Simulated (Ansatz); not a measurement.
# Wurtzite BN (high-pressure phase): elastic constant C44 by level of theory

No measured value is used here.

| level (code) | value (GPa) | cell (Å³/atom) |
|---|---|---|
| LDA (Ansatz) | 345 | 5.76 |
| PBE (Ansatz) | 330 | 5.97 |
| r²SCAN (Ansatz) | 350 | 5.90 |
| PBE0 (Ansatz) | (withheld) | 5.83 |

Task: What belongs in the gaps?

Result: 
- PBE0 (Ansatz, an electronic-structure program), value (GPa): 357

Each level is taken at its own relaxed cell. Cutoffs and k meshes differ between the levels. Ansatz's density-functional and Hartree–Fock values are scalar-relativistic unless marked +SOC, with PAW data made under PBE.
